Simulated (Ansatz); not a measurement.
Ga2O3 (model structure, started from the Al2S3 type, Cc, No. 9, 10 atoms in the cell) was calculated with r²SCAN+rVV10 in Ansatz (plane waves, PAW).

Numerical settings: plane-wave cutoff 560 eV, 8×8×8 k mesh, Fermi–Dirac smearing 0.01 eV, scalar-relativistic PAW data made under PBE.

Cell (relaxed at this level):

```yaml
crystal:
  lattice:
    - [4.73216, -2.92554, 0.40264]
    - [4.73216, 2.92554, 0.40264]
    - [-2.65318, 0.00000, 4.50423]
  atoms:
    - { symbol: Ga, position: [0.94794, 0.20179, 0.47509] }
    - { symbol: Ga, position: [0.20179, 0.94794, 0.97509] }
    - { symbol: Ga, position: [0.62975, 0.83698, 0.57429] }
    - { symbol: Ga, position: [0.83698, 0.62975, 0.07429] }
    - { symbol: O, position: [0.04065, 0.28327, 0.87249] }
    - { symbol: O, position: [0.28327, 0.04065, 0.37249] }
    - { symbol: O, position: [0.93022, 0.81724, 0.89564] }
    - { symbol: O, position: [0.81724, 0.93022, 0.39564] }
    - { symbol: O, position: [0.49069, 0.73845, 0.80753] }
    - { symbol: O, position: [0.73845, 0.49069, 0.30753] }
```

Question: Estimate the band gap that the calculation returns.

Answer: 
* **band gap**: 3.04 eV (on the SCF k mesh)

Note: the relaxation could raise the start's symmetry but not lower it, so the cell can be a saddle point.

Spin–orbit coupling is not included.

Computing time: very roughly 110 core-minutes.

A model structure was made by putting elements into a prototype or built by hand; it is no filed structure, need not be a known phase, and can be a saddle point held by its symmetry.

Ansatz is a program for electronic structure.
